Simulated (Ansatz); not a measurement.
**Short convergence ladders for BaTiO₃ (P4mm, 5 atoms in the cell)**

```
CELL_PARAMETERS angstrom
      3.97005     0.00000     0.00000
      0.00000     3.97005     0.00000
      0.00000     0.00000     4.01980
ATOMIC_POSITIONS crystal
  Ba 0.00000 0.00000 0.01244
  Ti 0.50000 0.50000 0.51300
  O  0.50000 0.50000 0.97700
  O  0.00000 0.50000 0.48700
  O  0.50000 0.00000 0.48700
```

Base method: PBE (plane waves, PAW; Ansatz, a program for electronic structure).

Base settings: basis.ecutwfc = 420 eV; kpoints.mp_grid.grid = 6 6 6; hamiltonian.xc = pbe; hamiltonian.pseudopotentials = {kind: paw} (the program's default PAW files); scf.occupations.method = fermi_dirac; scf.occupations.width = 0.02 eV.

The count of work is k-points × plane waves × bands × iterations; it is no time. Core times come from one kind of shared machine, to one figure; runs under 30 s give none.

**The cutoff for other potential files**

Level: DFT, PBE, plane waves, harder PAW files (source: ansatz).

In this ladder: hamiltonian.pseudopotentials = {kind: paw, source: ansatz}.

The second cell is the first with its lattice scaled by 0.98.

The mesh stays at the base's, so the ladder's end is converged at best in this setting alone.

The first pressure column holds Ansatz's estimate of the finite-basis (Pulay) stress, which hides part of the cutoff error; the other is without it.

Only quantities that move along the ladder and can be compared are tabulated.

```tsv
basis.ecutwfc	free energy less the last step's (meV/atom)	energy of the compressed cell less the first (meV/atom)	pressure (GPa)	pressure without the Pulay estimate (GPa)	largest difference of a force vector from the last step's (eV/Å)	count of work / last	core time / last (rough)
420 eV	1189.09	54.65	5.81	-52.84	0.514	0.12	–
510 eV	326.71	56.23	5.70	-15.46	0.065	0.16	–
650 eV	33.29	54.07	5.57	2.33	0.003	0.23	–
790 eV	1.98	54.36	5.63	5.35	0.000	0.28	–
930 eV	0.38	54.38	5.63	5.63	0.000	0.35	–
1115 eV	0.23	54.38	5.63	5.62	0.000	0.47	0.5
1395 eV	0.13	54.38	5.63	5.63	0.000	0.65	0.7
1860 eV	0.00	54.38	5.63	5.63	0.000	1.0	1
```

Coarsest basis.ecutwfc that holds the energy of the compressed cell less the first within 1 meV/atom of the last step, with all finer ones: 650 eV, at 0.23 of the last step's count of work; the step before is off by 1.9 meV/atom.

Coarsest basis.ecutwfc that holds the pressure without the Pulay estimate within 0.1 GPa of the last step, with all finer ones: 930 eV, at 0.35 of the last step's count of work; the step before is off by 0.28 GPa.

Coarsest basis.ecutwfc that holds the free energy within 0.5 meV/atom of the last step, with all finer ones: 930 eV, at 0.35 of the last step's count of work; the step before is off by 2.0 meV/atom.

The energy difference between the two cells stays within 1 meV/atom of the last step's from 650 eV on, the total only from 930 eV on: much of the error is common to both cells and cancels.

At the lowest cutoff the pressure without the Pulay estimate lies 58.5 GPa under the last step's, the usual sign of Pulay stress in an incomplete plane-wave basis.

**The density cutoff**

The second cell is the first with its lattice scaled by 0.98.

The mesh stays at the base's, so the ladder's end is converged at best in this setting alone.

Only quantities that move along the ladder and can be compared are tabulated.

```csv
basis.ecutrho_ratio,free energy less the last step's (meV/atom),energy of the compressed cell less the first (meV/atom),pressure (GPa)
2,-2.55,54.72,6.09
3,0.09,54.44,5.62
4,0.01,54.41,5.64
5,0.01,54.41,5.64
6,0.00,54.41,5.64
8,0.00,54.41,5.64
10,0.00,54.41,5.64
12,0.00,54.41,5.64
16,0.00,54.41,5.64
```

Coarsest basis.ecutrho_ratio that holds the energy of the compressed cell less the first within 0.2 meV/atom of the last step, with all finer ones: 3; the step before is off by 0.31 meV/atom.

Coarsest basis.ecutrho_ratio that holds the free energy within 2 meV/atom of the last step, with all finer ones: 3; the step before is off by 2.5 meV/atom.

Coarsest basis.ecutrho_ratio that holds the pressure within 0.05 GPa of the last step, with all finer ones: 3; the step before is off by 0.45 GPa.

The energy difference between the two cells stays within 1 meV/atom of the last step's from 2 on, the total only from 3 on: much of the error is common to both cells and cancels.

On the base run: the starting cell has typed, rounded lattice constants, without a prior relaxation at this level. Its lattice was rescaled by up to half a per cent. One atom was moved a little off its site on purpose. In the base run, with a pressure of about 6 GPa the cell is away from its equilibrium volume at this level.

Keys are those of Ansatz 0.2.
